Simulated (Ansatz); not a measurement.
Defect migration in silicon: interstitial Al, charge state +1. Method: PBE, PAW (plane waves to 420 eV; Ansatz, a first-principles code).

216-site cell at the relaxed PBE lattice, one k-point at (0.250, 0.250, 0.250), smearing 0.01 eV, spin-restricted, no finite-size correction. Energies are static. The charge state is imposed; whether it is stable for some Fermi level was not computed. Sites that were not tried may lie lower.

Barriers: single points on a 2×2×2 k-point mesh shifted by half a step at the bands' geometries (they differ from the bands' own by up to 0.12 eV, and are uncertain by about as much).

The step: a direct jump of one Al atom; the atom moves 2.35 Å along (0.25, 0.25, 0.25) of the unit cell; the moving atom starts with neighbours 4 Si at 2.50, 3 Si at 2.76, 3 Si at 2.78 Å and ends with 4 Si at 2.50, 3 Si at 2.77, 3 Si at 2.78 Å.

Question: Give the migration barrier of this step at the level PBE, PAW.

Answer: 1.27 eV, the same both ways. At the saddle the moving atom has neighbours 4 Si at 2.45, 2 Si at 2.46 Å. The program found a first-order saddle point.
